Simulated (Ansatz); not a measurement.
An Ansatz (a quantum-chemistry and plane-wave program) input (plane-wave PAW DFT at the r2SCAN level (Ansatz, 500 eV), no spin-orbit coupling):

Ansatz 0.2 input:
```yaml
crystal:
  lattice:
    - [5.6258383814, 0, -4.0584061256]
    - [0, 5.6258383814, -4.0584061256]
    - [0, 5.6258383814, 4.0584061256]
  atoms:
    - { symbol: Ti, position: [0.2422838286, 0.7582218765, 0.4979724579] }
    - { symbol: Al, position: [0.2515859046, 0.0012824127, 0.7534755712] }
    - { symbol: Al, position: [0.2440090851, 0.2513576727, -0.0024758276] }
    - { symbol: Al, position: [0.2445010166, 0.502233468, 0.2516835024] }
    - { symbol: Al, position: [0.7499755098, 0.2509043411, 0.5024767068] }
    - { symbol: Al, position: [0.7486721958, 0.7505478293, 0.9977848409] }
    - { symbol: Al, position: [0.7500827732, 0.4969406503, 0.7478119438] }
    - { symbol: Al, position: [0.7495810657, -0.0013293287, 0.2487271701] }
    - { symbol: Ti, position: [0.0015137418, 0.0065459693, -0.0022100057] }
    - { symbol: Ti, position: [-0.001284825, 0.2561818825, 0.2515439397] }
    - { symbol: Ti, position: [-0.0012994791, 0.5041247022, 0.4959067027] }
    - { symbol: Ti, position: [0.0024853717, 0.7508783644, 0.7517663064] }
    - { symbol: Ti, position: [0.5042145351, 0.4982436515, 0.003509783] }
    - { symbol: Ti, position: [0.4972431132, 0.0015506021, 0.4985062105] }
    - { symbol: Ti, position: [0.5000952871, 0.7490468356, 0.2497848787] }
    - { symbol: Ti, position: [0.5031274227, 0.2480699543, 0.7537628183] }
basis: { ecutwfc: 500, ecutrho_ratio: 4, xc_grid: 4, fft_grid_basis: typed }
kpoints: { mp_grid: { grid: [6, 6, 6] } }
hamiltonian:
  xc: r2scan
  dispersion: none
  pseudopotentials: { kind: paw }
scf: { occupations: { method: fermi_dirac, width: 0.05 }, convergence: { dr2_threshold: 0.0000000016 } }
relax: { f_tol: 0.02, max_steps: 45 }
output: { forces: true, stress: true }
checkpoint: { write: state.ck, write_every: 1000 }
```

**Question.** Which symmetry and how many k-points will the program report, and about how many plane waves at Γ?

**Answer.** Space group P1 (ITA 1) with 1 operations, k-points 112 of 216, and 6547 plane waves at Γ.

**Question.** And the final pressure?

**Answer.** 1.33 GPa (compression positive).

In so small a cell the defect repeats every few ångströms: this is an ordered compound, not a dilute defect. The final runs are not spin-polarised. The cell was made from TiAl (space group P4/mmm, No. 123) by this change: Ti on a Al site (antisite). The defect cell is not spin-polarised.
